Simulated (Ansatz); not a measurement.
System: Pd (model structure, started from the simple cubic type, Pm-3m, No. 221, 1 atoms in the cell). Method: PBE (Ansatz, a first-principles code, PAW).

Run with plane-wave cutoff 520 eV, 22×22×22 k mesh, Fermi–Dirac smearing 0.05 eV, scalar-relativistic PAW data made under PBE.

Cell (relaxed at this level):

```
CELL_PARAMETERS angstrom
      2.61413     0.00000     0.00000
      0.00000     2.61413     0.00000
      0.00000     0.00000     2.61413
ATOMIC_POSITIONS crystal
  Pd 0.00000 0.00000 0.00000
```

Task: Predict the bulk modulus B0.

Result: 
- bulk modulus B0: 122 GPa

The run finds no gap.

Note: the bulk modulus is −V dP/dV from two relaxed cells at ±2 % in volume; the relaxation could raise the start's symmetry but not lower it, so the cell can be a saddle point.

Computed values are for the static lattice.

Computing time: very roughly 23 core-seconds.

A model structure was made by putting elements into a prototype or built by hand; it is no filed structure, need not be a known phase, and can be a saddle point held by its symmetry.
